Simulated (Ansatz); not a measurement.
## Fluorite PbF2 (high-temperature phase)

Level of theory: HSE06 in Ansatz (PAW).

Settings: plane-wave cutoff 500 eV, 6×6×6 k mesh, gaussian smearing 0.02 eV, scalar-relativistic PAW data made under PBE.

Cell: relaxed at this level.

* **volume per atom**: 17.58 Å³/atom
* **lattice constant a**: 5.952 Å
* **band gap**: 5.77 eV (on the SCF k mesh)

Measured, for comparison: equilibrium volume per atom 17.46 Å³/atom, lattice constant a 5.94 Å (temperature not stated, not corrected to a static lattice; as tabulated in Cadelano and Cappellini (2011), arXiv:1107.5962). Computed (rounded) less measured: equilibrium volume per atom +0.7 %, lattice constant a +0.2 %.

Spin–orbit coupling is not included; with these elements it can move the gap by several tenths of an eV or more.

The computed numbers hold no vibrational or temperature effects.

It cost very roughly 8 core-minutes of CPU time.

Ansatz is a first-principles code.
